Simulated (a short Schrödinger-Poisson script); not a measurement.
**MOS inversion layer, SiO2 on p-type InP**

Structure: MOS inversion layer, SiO2 on p-type InP, at 200 K.

```csv
layer,material,thickness (nm),Na (cm⁻³)
1,SiO2,2.9,-
2,InP,1200,1.5e17
```

Constants are typed, rounded textbook-type inputs, not results; the design itself was drawn at random and stands for no fabricated device. SiO2: permittivity 3.9, conduction-band edge (eV) 3.48, gap (eV) 9, electron mass (mₑ) 0.5. InP: permittivity 12.5, conduction-band edge (eV) 0, gap (eV) 1.344, Nv at 300 K (cm⁻³) 1.1e19.

Channel valleys (confinement mass, in-plane density-of-states mass, number): Γ 0.08, 0.08, 1. At the gate the conduction-band edge of layer 1 lies 3.92 eV − eVg above the Fermi level of the channel; the field vanishes at the back. Gaps are held at their typed values at every temperature. Mesh 0.03 nm at interfaces.

From a short Schrödinger-Poisson script (our own, NumPy): 1D Poisson equation in equilibrium, electrons quantum, Hartree (BenDaniel-Duke, 12 states a valley, the channel's in-plane mass for all, wave functions free to enter the dielectric), parabolic valleys, classical holes, full ionisation, no traps, pinning or gate leakage.

```csv
Vg (V),electrons (cm⁻²),C (μF/cm²),Γ E0 (meV),Γ E1 (meV)
0.7,3.08e9,0.116,90.1,199.6
0.9,5.49e11,0.750,-8.0,108.5
1.1,1.53e12,0.826,-44.4,79.9
1.3,2.56e12,0.848,-75.9,56.0
1.5,3.62e12,0.865,-106.1,33.7
1.7,4.70e12,0.882,-134.6,14.5
1.9,5.81e12,0.897,-161.1,-1.3
2.1,6.93e12,0.908,-186.4,-14.8
```

Gate voltages with under 1e6 electrons/cm² are left out.

Subbands count from the Fermi level.

Above a few 1e12 electrons/cm² a light Γ valley is non-parabolic and upper valleys begin to fill, which the model leaves out.
